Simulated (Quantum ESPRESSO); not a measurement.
Input and output of a self-consistent single point for Ga (Cmce, 4 atoms in the cell) (Quantum ESPRESSO).

Computed with PBE, PseudoDojo standard norm-conserving (PBE) pseudopotentials (plane waves; Quantum ESPRESSO).

The change in words: lattice scaled by 0.98. Reference geometry:
```xyz
4
Lattice="2.2315 -3.8256 0.0000 2.2315 3.8256 0.0000 0.0000 0.0000 4.5874" Properties=species:S:1:pos:R:3 pbc="T T T"
Ga     2.2315    -1.1913     1.9056
Ga     2.2315     1.1913     2.6818
Ga     2.2315    -2.6343     4.1993
Ga     2.2315     2.6343     0.3881
```

Reference input (self-consistent single point, DFT, PBE, plane waves, PseudoDojo standard norm-conserving (PBE) pseudopotentials): ecutwfc = 80 Ry; occupations = smearing; smearing = fermi-dirac; degauss = 0.0099958 Ry; potentials = {Ga: Ga.upf}; K_POINTS = automatic 6 6 5 0 0 0; conv_thr = 1e-10 Ry. This run's input differs from it in these lines:

```diff
@@ -23,6 +23,6 @@
 ATOMIC_POSITIONS {angstrom}
-Ga    2.23153700   -1.19128655    1.90560098
-Ga    2.23153700    1.19128655    2.68178703
-Ga    2.23153700   -2.63429645    4.19929497
-Ga    2.23153700    2.63429645    0.38809302
+Ga    2.18690600   -1.16746071    1.86748886
+Ga    2.18690600    1.16746071    2.62815114
+Ga    2.18690600   -2.58161029    4.11530886
+Ga    2.18690600    2.58161029    0.38033114
 K_POINTS {automatic}
@@ -30,5 +30,5 @@
 CELL_PARAMETERS {angstrom}
-   2.23153700    -3.82558300     0.00000000
-   2.23153700     3.82558300     0.00000000
-   0.00000000     0.00000000     4.58738800
+   2.18690600    -3.74907100     0.00000000
+   2.18690600     3.74907100     0.00000000
+   0.00000000     0.00000000     4.49564000
```

The program printed (abridged):

```
     Self-consistent Calculation

     iteration #  1     ecut=    80.00 Ry     beta= 0.70

     Threshold (ethr) on eigenvalues was too large:
     Diagonalizing with lowered threshold

     total energy              =    -611.76678149 Ry
     estimated scf accuracy    <       0.04382854 Ry

     iteration #  2     ecut=    80.00 Ry     beta= 0.70

     total energy              =    -611.77438280 Ry
     estimated scf accuracy    <       0.00329499 Ry

     iteration #  3     ecut=    80.00 Ry     beta= 0.70

     total energy              =    -611.77472784 Ry
     estimated scf accuracy    <       0.00023618 Ry

   [... 4 blocks of this kind left out ...]

     iteration #  8     ecut=    80.00 Ry     beta= 0.70

     total energy              =    -611.77476896 Ry
     estimated scf accuracy    <          3.9E-10 Ry

     iteration #  9     ecut=    80.00 Ry     beta= 0.70
     End of self-consistent calculation

     the Fermi energy is    11.0644 ev

!    total energy              =    -611.77476896 Ry
     estimated scf accuracy    <          3.6E-11 Ry
     smearing contrib. (-TS)   =      -0.00354119 Ry
     internal energy E=F+TS    =    -611.77122776 Ry

     convergence has been achieved in   9 iterations

     Forces acting on atoms (cartesian axes, Ry/au):

     atom    1 type  1   force =     0.00000000    0.00108362    0.00071643
     atom    2 type  1   force =     0.00000000   -0.00108362   -0.00071643
     atom    3 type  1   force =    -0.00000000   -0.00108362    0.00071643
     atom    4 type  1   force =     0.00000000    0.00108362   -0.00071643

     Total force =     0.002598     Total SCF correction =     0.000050

          total   stress  (Ry/bohr**3)                   (kbar)     P=       61.89
   0.00047793  -0.00000000   0.00000000           70.31       -0.00        0.00
   0.00000000   0.00041804   0.00000000            0.00       61.50        0.00
   0.00000000   0.00000000   0.00036621            0.00        0.00       53.87

   JOB DONE.
```

The run converged in 9 iterations. Against the reference run the free energy goes up by 29.0 meV/atom, the pressure goes from 1.99 to 6.19 GPa and the largest force goes from 0.020 to 0.033 eV/Å.

The starting cell comes from a database of computed structures (which also holds hypothetical and non-ambient phases and stackings), without a prior relaxation at this level. Its lattice was rescaled by a random factor within 2.5 % of one. For this run, on top of that: lattice scaled by 0.98. With a pressure of about 6 GPa the cell is away from its equilibrium volume at this level.

Cost on one core of a shared machine: roughly 2 min.
